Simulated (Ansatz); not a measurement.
Rock-salt YTe, treated with r²SCAN+rVV10 in Ansatz (plane waves, PAW).

Settings: plane-wave cutoff 560 eV, 16×16×16 k mesh, Fermi–Dirac smearing 0.05 eV, scalar-relativistic PAW data made under PBE.

Computed at the level's own relaxed cell.

Question: Estimate the lattice parameter a that the calculation returns.

Answer: 
* **lattice parameter a**: 6.140 Å

The run finds no gap.

Note: the relaxation could not lower the start's symmetry, so the cell can be a saddle point above a distorted one.

Spin–orbit coupling is not included; it can open a gap where bands touch, and shift volumes and moduli.

The computed numbers hold no vibrational or temperature effects.

Ansatz is a program for electronic structure.
